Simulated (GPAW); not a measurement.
Band structure of ZrCrF6 (Fm-3m, 8 atoms in the cell).

```
ZrCrF6
1.0
    0.00000     4.11266     4.11266
    4.11266     0.00000     4.11266
    4.11266     4.11266     0.00000
Zr Cr F
1 1 6
Cartesian
  4.11266   4.11266   4.11266
  0.00000   0.00000   0.00000
  4.11266   6.13321   4.11266
  4.11266   2.09211   4.11266
  2.09211   4.11266   4.11266
  6.13321   4.11266   4.11266
  4.11266   4.11266   6.13321
  4.11266   4.11266   2.09211
```
Moments meant for the start (each program seeds them in its own way; μB, in the order of the atoms Zr Cr F F F F F F): 0.0 3.0 0.0 0.0 0.0 0.0 0.0 0.0.

Level of theory: PBEsol, GPAW PAW datasets PBEsol (made by gpaw-setup) (plane waves; GPAW).

Settings: spinpol = true; mode = pw; ecut = 900 eV; xc = PBEsol; kpts = 5 5 5; mesh shift (steps) = 0 0 0; occupations.name = fermi-dirac; occupations.width = 0.1 eV; nbands = -14; convergence.density = 1e-05 e/electron; convergence.energy = 1e-05 eV/electron; symmetry.symmorphic = false; symmetry.tolerance = 0.0005; maxiter = 100.

The starting cell comes from a database of computed structures (which also holds hypothetical and non-ambient phases and stackings), without a prior relaxation at this level. Its lattice was rescaled by a random factor within 2.5 % of one. With one magnetic atom in the cell only a parallel order is possible.

Levels in eV from the Fermi level, bands 29 to 35 of the first spin channel:
```
point     29     30     31     32     33    34    35
-----  -----  -----  -----  -----  -----  ----  ----
Γ      -1.56  -1.56  -1.56  -0.28  -0.28  1.69  1.69
X      -1.55  -1.29  -1.29  -0.27  -0.06  1.67  1.67
W      -1.38  -1.38  -1.29  -0.12   0.02  1.63  1.63
K      -1.44  -1.31  -1.30  -0.05  -0.04  1.63  1.64
L      -1.35  -1.33  -1.33   0.20   0.20  1.52  1.60
U      -1.44  -1.31  -1.30  -0.05  -0.04  1.63  1.64
```

Bands cross the Fermi level along this path, so the cell is metallic at this level.

The net moment of the cell came out as 4.00 μB.
